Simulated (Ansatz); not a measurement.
Electronic density of states of amorphous Si₂₄O₄₆F₄, density 2.11 g/cm³, on a 2×2×2 Γ-centred mesh with a Gaussian width of 0.1 eV; energies count from the Fermi level, whose place inside the gap is arbitrary. Cell and mesh are small, so fine structure isn't converged. The numbers are results of PBE, scalar-relativistic without spin-orbit coupling (plane waves to 420 eV, PAW; Ansatz, a quantum-chemistry and plane-wave program), not measurements. Sampling: a 2×2×2 Γ-centred mesh; Fermi-Dirac width 0.02 eV; no spin polarisation. At PBE the levels at the filled edge of the gap are localised (band-tail or defect states), and the nearest spread-out levels lie 5.4 eV apart at the zone centre.

Preparation: random packing, a CHGNet melt and quench, and a DFT relaxation. O and F atoms were pushed apart under 1.9 Å during the dynamics, to hinder bonds among them. The hot cell started wider than the set density and was brought back towards it in steps. It is the lowest in DFT energy of 2 quenches. It is a model cell: composition and starting density were chosen by hand, and all elements were melted together. No dispersion term was used. Its density started from a set value of 2.11 and ended at 2.11 g/cm³. Cooling (nominally 1500 K/ps over its main leg) ran many orders faster than in experiment, which tends to leave more defects and strain. One small periodic cell is one sample of the glass; other quenches scatter about these values. The volume was held where the preparation left it and the shape relaxed, at a PBE pressure of -0.1 GPa (tension).

```json
[
 {"E - EF (eV)": "-12.00", "states/(eV atom)": "0.17"},
 {"E - EF (eV)": "-11.90", "states/(eV atom)": "0.20"},
 {"E - EF (eV)": "-11.80", "states/(eV atom)": "0.22"},
 {"E - EF (eV)": "-11.70", "states/(eV atom)": "0.19"},
 {"E - EF (eV)": "-11.60", "states/(eV atom)": "0.14"},
 {"E - EF (eV)": "-11.50", "states/(eV atom)": "0.12"},
 {"E - EF (eV)": "-11.40", "states/(eV atom)": "0.12"},
 {"E - EF (eV)": "-11.30", "states/(eV atom)": "0.16"},
 {"E - EF (eV)": "-11.20", "states/(eV atom)": "0.18"},
 {"E - EF (eV)": "-11.10", "states/(eV atom)": "0.20"},
 {"E - EF (eV)": "-11.00", "states/(eV atom)": "0.16"},
 {"E - EF (eV)": "-10.90", "states/(eV atom)": "0.14"},
 {"E - EF (eV)": "-10.80", "states/(eV atom)": "0.14"},
 {"E - EF (eV)": "-10.70", "states/(eV atom)": "0.16"},
 {"E - EF (eV)": "-10.60", "states/(eV atom)": "0.16"},
 {"E - EF (eV)": "-10.50", "states/(eV atom)": "0.19"},
 {"E - EF (eV)": "-10.40", "states/(eV atom)": "0.18"},
 {"E - EF (eV)": "-10.30", "states/(eV atom)": "0.21"},
 {"E - EF (eV)": "-10.20", "states/(eV atom)": "0.25"},
 {"E - EF (eV)": "-10.10", "states/(eV atom)": "0.24"},
 {"E - EF (eV)": "-10.00", "states/(eV atom)": "0.20"},
 {"E - EF (eV)": "-9.90", "states/(eV atom)": "0.19"},
 {"E - EF (eV)": "-9.80", "states/(eV atom)": "0.24"},
 {"E - EF (eV)": "-9.70", "states/(eV atom)": "0.24"},
 {"E - EF (eV)": "-9.60", "states/(eV atom)": "0.18"},
 {"E - EF (eV)": "-9.50", "states/(eV atom)": "0.16"},
 {"E - EF (eV)": "-9.40", "states/(eV atom)": "0.15"},
 {"E - EF (eV)": "-9.30", "states/(eV atom)": "0.18"},
 {"E - EF (eV)": "-9.20", "states/(eV atom)": "0.24"},
 {"E - EF (eV)": "-9.10", "states/(eV atom)": "0.28"},
 {"E - EF (eV)": "-9.00", "states/(eV atom)": "0.27"},
 {"E - EF (eV)": "-8.90", "states/(eV atom)": "0.31"},
 {"E - EF (eV)": "-8.80", "states/(eV atom)": "0.42"},
 {"E - EF (eV)": "-8.70", "states/(eV atom)": "0.49"},
 {"E - EF (eV)": "-8.60", "states/(eV atom)": "0.52"},
 {"E - EF (eV)": "-8.50", "states/(eV atom)": "0.53"},
 {"E - EF (eV)": "-8.40", "states/(eV atom)": "0.55"},
 {"E - EF (eV)": "-8.30", "states/(eV atom)": "0.54"},
 {"E - EF (eV)": "-8.20", "states/(eV atom)": "0.41"},
 {"E - EF (eV)": "-8.10", "states/(eV atom)": "0.31"},
 {"E - EF (eV)": "-8.00", "states/(eV atom)": "0.34"},
 {"E - EF (eV)": "-7.90", "states/(eV atom)": "0.55"},
 {"E - EF (eV)": "-7.80", "states/(eV atom)": "0.57"},
 {"E - EF (eV)": "-7.70", "states/(eV atom)": "0.36"},
 {"E - EF (eV)": "-7.60", "states/(eV atom)": "0.28"},
 {"E - EF (eV)": "-7.50", "states/(eV atom)": "0.26"},
 {"E - EF (eV)": "-7.40", "states/(eV atom)": "0.20"},
 {"E - EF (eV)": "-7.30", "states/(eV atom)": "0.27"},
 {"E - EF (eV)": "-7.20", "states/(eV atom)": "0.24"},
 {"E - EF (eV)": "-7.10", "states/(eV atom)": "0.24"},
 {"E - EF (eV)": "-7.00", "states/(eV atom)": "0.24"},
 {"E - EF (eV)": "-6.90", "states/(eV atom)": "0.25"},
 {"E - EF (eV)": "-6.80", "states/(eV atom)": "0.31"},
 {"E - EF (eV)": "-6.70", "states/(eV atom)": "0.39"},
 {"E - EF (eV)": "-6.60", "states/(eV atom)": "0.45"},
 {"E - EF (eV)": "-6.50", "states/(eV atom)": "0.46"},
 {"E - EF (eV)": "-6.40", "states/(eV atom)": "0.47"},
 {"E - EF (eV)": "-6.30", "states/(eV atom)": "0.55"},
 {"E - EF (eV)": "-6.20", "states/(eV atom)": "0.60"},
 {"E - EF (eV)": "-6.10", "states/(eV atom)": "0.68"},
 {"E - EF (eV)": "-6.00", "states/(eV atom)": "0.76"},
 {"E - EF (eV)": "-5.90", "states/(eV atom)": "0.81"},
 {"E - EF (eV)": "-5.80", "states/(eV atom)": "0.85"},
 {"E - EF (eV)": "-5.70", "states/(eV atom)": "0.80"},
 {"E - EF (eV)": "-5.60", "states/(eV atom)": "0.78"},
 {"E - EF (eV)": "-5.50", "states/(eV atom)": "0.81"},
 {"E - EF (eV)": "-5.40", "states/(eV atom)": "0.80"},
 {"E - EF (eV)": "-5.30", "states/(eV atom)": "0.72"},
 {"E - EF (eV)": "-5.20", "states/(eV atom)": "0.70"},
 {"E - EF (eV)": "-5.10", "states/(eV atom)": "0.73"},
 {"E - EF (eV)": "-5.00", "states/(eV atom)": "0.90"},
 {"E - EF (eV)": "-4.90", "states/(eV atom)": "0.94"},
 {"E - EF (eV)": "-4.80", "states/(eV atom)": "0.82"},
 {"E - EF (eV)": "-4.70", "states/(eV atom)": "0.78"},
 {"E - EF (eV)": "-4.60", "states/(eV atom)": "0.73"},
 {"E - EF (eV)": "-4.50", "states/(eV atom)": "0.77"},
 {"E - EF (eV)": "-4.40", "states/(eV atom)": "0.80"},
 {"E - EF (eV)": "-4.30", "states/(eV atom)": "0.82"},
 {"E - EF (eV)": "-4.20", "states/(eV atom)": "0.81"},
 {"E - EF (eV)": "-4.10", "states/(eV atom)": "0.73"},
 {"E - EF (eV)": "-4.00", "states/(eV atom)": "0.77"},
 {"E - EF (eV)": "-3.90", "states/(eV atom)": "0.79"},
 {"E - EF (eV)": "-3.80", "states/(eV atom)": "0.73"},
 {"E - EF (eV)": "-3.70", "states/(eV atom)": "0.77"},
 {"E - EF (eV)": "-3.60", "states/(eV atom)": "0.77"},
 {"E - EF (eV)": "-3.50", "states/(eV atom)": "0.63"},
 {"E - EF (eV)": "-3.40", "states/(eV atom)": "0.50"},
 {"E - EF (eV)": "-3.30", "states/(eV atom)": "0.34"},
 {"E - EF (eV)": "-3.20", "states/(eV atom)": "0.21"},
 {"E - EF (eV)": "-3.10", "states/(eV atom)": "0.19"},
 {"E - EF (eV)": "-3.00", "states/(eV atom)": "0.18"},
 {"E - EF (eV)": "-2.90", "states/(eV atom)": "0.17"},
 {"E - EF (eV)": "-2.80", "states/(eV atom)": "0.11"},
 {"E - EF (eV)": "-2.70", "states/(eV atom)": "0.02"},
 {"E - EF (eV)": "-2.60", "states/(eV atom)": "0.00"},
 {"E - EF (eV)": "-2.50", "states/(eV atom)": "0.04"},
 {"E - EF (eV)": "-2.40", "states/(eV atom)": "0.14"},
 {"E - EF (eV)": "-2.30", "states/(eV atom)": "0.08"},
 {"E - EF (eV)": "-2.20", "states/(eV atom)": "0.01"},
 {"E - EF (eV)": "-2.10", "states/(eV atom)": "0.05"},
 {"E - EF (eV)": "-2.00", "states/(eV atom)": "0.14"},
 {"E - EF (eV)": "-1.90", "states/(eV atom)": "0.08"},
 {"E - EF (eV)": "-1.80", "states/(eV atom)": "0.01"},
 {"E - EF (eV)": "-1.70", "states/(eV atom)": "0.00"},
 {"E - EF (eV)": "-1.60", "states/(eV atom)": "0.00"},
 {"E - EF (eV)": "-1.50", "states/(eV atom)": "0.00"},
 {"E - EF (eV)": "-1.40", "states/(eV atom)": "0.00"},
 {"E - EF (eV)": "-1.30", "states/(eV atom)": "0.00"},
 {"E - EF (eV)": "-1.20", "states/(eV atom)": "0.00"},
 {"E - EF (eV)": "-1.10", "states/(eV atom)": "0.00"},
 {"E - EF (eV)": "-1.00", "states/(eV atom)": "0.00"},
 {"E - EF (eV)": "-0.90", "states/(eV atom)": "0.00"},
 {"E - EF (eV)": "-0.80", "states/(eV atom)": "0.00"},
 {"E - EF (eV)": "-0.70", "states/(eV atom)": "0.00"},
 {"E - EF (eV)": "-0.60", "states/(eV atom)": "0.00"},
 {"E - EF (eV)": "-0.50", "states/(eV atom)": "0.00"},
 {"E - EF (eV)": "-0.40", "states/(eV atom)": "0.00"},
 {"E - EF (eV)": "-0.30", "states/(eV atom)": "0.00"},
 {"E - EF (eV)": "-0.20", "states/(eV atom)": "0.00"},
 {"E - EF (eV)": "-0.10", "states/(eV atom)": "0.00"},
 {"E - EF (eV)": "0.00", "states/(eV atom)": "0.00"},
 {"E - EF (eV)": "0.10", "states/(eV atom)": "0.00"},
 {"E - EF (eV)": "0.20", "states/(eV atom)": "0.00"},
 {"E - EF (eV)": "0.30", "states/(eV atom)": "0.00"},
 {"E - EF (eV)": "0.40", "states/(eV atom)": "0.00"},
 {"E - EF (eV)": "0.50", "states/(eV atom)": "0.00"},
 {"E - EF (eV)": "0.60", "states/(eV atom)": "0.00"},
 {"E - EF (eV)": "0.70", "states/(eV atom)": "0.00"},
 {"E - EF (eV)": "0.80", "states/(eV atom)": "0.00"},
 {"E - EF (eV)": "0.90", "states/(eV atom)": "0.00"},
 {"E - EF (eV)": "1.00", "states/(eV atom)": "0.00"},
 {"E - EF (eV)": "1.10", "states/(eV atom)": "0.00"},
 {"E - EF (eV)": "1.20", "states/(eV atom)": "0.00"},
 {"E - EF (eV)": "1.30", "states/(eV atom)": "0.00"},
 {"E - EF (eV)": "1.40", "states/(eV atom)": "0.00"},
 {"E - EF (eV)": "1.50", "states/(eV atom)": "0.00"},
 {"E - EF (eV)": "1.60", "states/(eV atom)": "0.00"},
 {"E - EF (eV)": "1.70", "states/(eV atom)": "0.00"},
 {"E - EF (eV)": "1.80", "states/(eV atom)": "0.00"},
 {"E - EF (eV)": "1.90", "states/(eV atom)": "0.01"},
 {"E - EF (eV)": "2.00", "states/(eV atom)": "0.01"},
 {"E - EF (eV)": "2.10", "states/(eV atom)": "0.00"},
 {"E - EF (eV)": "2.20", "states/(eV atom)": "0.01"},
 {"E - EF (eV)": "2.30", "states/(eV atom)": "0.04"},
 {"E - EF (eV)": "2.40", "states/(eV atom)": "0.06"},
 {"E - EF (eV)": "2.50", "states/(eV atom)": "0.07"},
 {"E - EF (eV)": "2.60", "states/(eV atom)": "0.10"},
 {"E - EF (eV)": "2.70", "states/(eV atom)": "0.09"},
 {"E - EF (eV)": "2.80", "states/(eV atom)": "0.07"},
 {"E - EF (eV)": "2.90", "states/(eV atom)": "0.07"},
 {"E - EF (eV)": "3.00", "states/(eV atom)": "0.08"},
 {"E - EF (eV)": "3.10", "states/(eV atom)": "0.09"},
 {"E - EF (eV)": "3.20", "states/(eV atom)": "0.11"},
 {"E - EF (eV)": "3.30", "states/(eV atom)": "0.08"},
 {"E - EF (eV)": "3.40", "states/(eV atom)": "0.04"},
 {"E - EF (eV)": "3.50", "states/(eV atom)": "0.06"},
 {"E - EF (eV)": "3.60", "states/(eV atom)": "0.09"},
 {"E - EF (eV)": "3.70", "states/(eV atom)": "0.17"},
 {"E - EF (eV)": "3.80", "states/(eV atom)": "0.24"},
 {"E - EF (eV)": "3.90", "states/(eV atom)": "0.24"},
 {"E - EF (eV)": "4.00", "states/(eV atom)": "0.17"},
 {"E - EF (eV)": "4.10", "states/(eV atom)": "0.15"},
 {"E - EF (eV)": "4.20", "states/(eV atom)": "0.16"},
 {"E - EF (eV)": "4.30", "states/(eV atom)": "0.17"},
 {"E - EF (eV)": "4.40", "states/(eV atom)": "0.19"},
 {"E - EF (eV)": "4.50", "states/(eV atom)": "0.20"},
 {"E - EF (eV)": "4.60", "states/(eV atom)": "0.22"},
 {"E - EF (eV)": "4.70", "states/(eV atom)": "0.24"},
 {"E - EF (eV)": "4.80", "states/(eV atom)": "0.20"},
 {"E - EF (eV)": "4.90", "states/(eV atom)": "0.23"},
 {"E - EF (eV)": "5.00", "states/(eV atom)": "0.31"},
 {"E - EF (eV)": "5.10", "states/(eV atom)": "0.37"},
 {"E - EF (eV)": "5.20", "states/(eV atom)": "0.36"},
 {"E - EF (eV)": "5.30", "states/(eV atom)": "0.32"},
 {"E - EF (eV)": "5.40", "states/(eV atom)": "0.33"},
 {"E - EF (eV)": "5.50", "states/(eV atom)": "0.40"},
 {"E - EF (eV)": "5.60", "states/(eV atom)": "0.47"},
 {"E - EF (eV)": "5.70", "states/(eV atom)": "0.49"},
 {"E - EF (eV)": "5.80", "states/(eV atom)": "0.54"},
 {"E - EF (eV)": "5.90", "states/(eV atom)": "0.58"}
]
```

The level gap on this mesh is 3.93 eV; the broadening fills part of it in the curve.
